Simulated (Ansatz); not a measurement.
Take GaP in the zinc blende structure (space group F-43m, No. 216; a = 5.439 Å) as the base.

Level of theory: PBEsol, PAW, 420 eV (Ansatz, a quantum-chemistry and plane-wave program; no SOC).

One change was made to it. Results:

The band gap drops by 0.40 eV to 1.05 eV; the smallest direct gap increases by 1.506 eV (1.80 eV → 3.30 eV); the hole mass (degenerate bands, along [100]) goes from 0.11, 0.37, 0.37 mₑ (at Γ) to 0.17, 0.29, 0.29 mₑ (at Γ).

Task: Which change produced these results?
A. pressure −1 GPa
B. pressure 22.5 GPa
C. pressure −2 GPa
D. pressure 2.1 GPa

Result: B, pressure 22.5 GPa. For comparison, the band gap in the other runs: pressure −2 GPa gives 1.50 eV; pressure −1 GPa gives 1.48 eV; pressure 2.1 GPa gives 1.41 eV.

Load acts through the strain it causes; cell and atoms are relaxed under it. Effective masses come from finite differences of ±0.01 Å⁻¹. Stability against distortions was not tested. Tetrahedral semiconductors of this kind turn to denser phases somewhere between about 1 and 50 GPa; those were not computed, so compressed cells here can lie past the real transition.
